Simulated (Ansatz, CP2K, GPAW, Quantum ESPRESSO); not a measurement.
**One structure in several programs: Pb2Au (Ibam, 6 atoms in the cell)**

Self-consistent single point, at a second geometry (lattice scaled by 0.98). First geometry:

```xyz
6
Lattice="-3.6353 3.6404 2.7996 3.6353 -3.6404 2.7996 3.6353 3.6404 -2.7996" Properties=species:S:1:pos:R:3 pbc="T T T"
Pb     1.1601     1.1625     0.0000
Pb     2.4752     2.4780     2.7996
Pb     4.7954     2.4780     0.0000
Pb    -1.1601     1.1625     2.7996
Au     0.0000     3.6404     1.3998
Au     3.6353     0.0000     1.3998
```

Shared settings, as Ansatz (a program for electronic structure) writes them: kpoints.mp_grid.grid = 4 4 4; scf.occupations.method = gaussian; scf.occupations.width = 0.136 eV. Potentials and cutoffs stand in the table.

| code | model | ΔF from the first geometry (meV/atom) | pressure (GPa) | largest force (eV/Å) | cutoff |
|---|---|---|---|---|---|
| GPAW | PBEsol, GPAW PAW datasets PBEsol (made by gpaw-setup) | 42.3 | 7.69 | 0.263 | 600 eV |
| CP2K | PBEsol, GPW, DZVP-MOLOPT-SR-GTH basis, GTH-PBE potentials (GTH_POTENTIALS) | 81.1 | 12.41 | 0.384 | grid 500 Ry |
| Quantum ESPRESSO | PBEsol, GBRV 1.5 ultrasoft (PBESOL) pseudopotentials | 39.5 | 7.33 | 0.252 | 40 Ry |
| Ansatz | PBEsol, PAW files made with PBE | 42.1 | 7.66 | 0.261 | default |

On Ansatz's run: spin-orbit coupling is off.

The spread over the programs that give each value: ΔF from the first geometry within 41.6 meV/atom; pressure within 5.08 GPa; largest force within 0.132 eV/Å.

CP2K uses small atom-centred bases, whose incompleteness enters pressures, forces and empty levels differently from a plane-wave cutoff. Ansatz's pressure is given at a fixed set of plane waves, as the other plane-wave codes print theirs; with its correction for the finite basis it is 7.69 GPa. In the pressure, CP2K (by 4.75) lies more than 1 GPa from the median of the plane-wave programs. In the force vectors, CP2K (by 0.123) lies more than 0.08 eV/Å from the median of the plane-wave programs.

The starting cell comes from a database of computed structures (which also holds hypothetical and non-ambient phases and stackings), without a prior relaxation at this level. Its lattice was rescaled by a random factor within 2.5 % of one. For this run, on top of that: lattice scaled by 0.98.

Left out of this page: Elk (not drawn, or without a comparable value); FLEUR (with a known weakness of the program).

Keys are those of Ansatz 0.2.
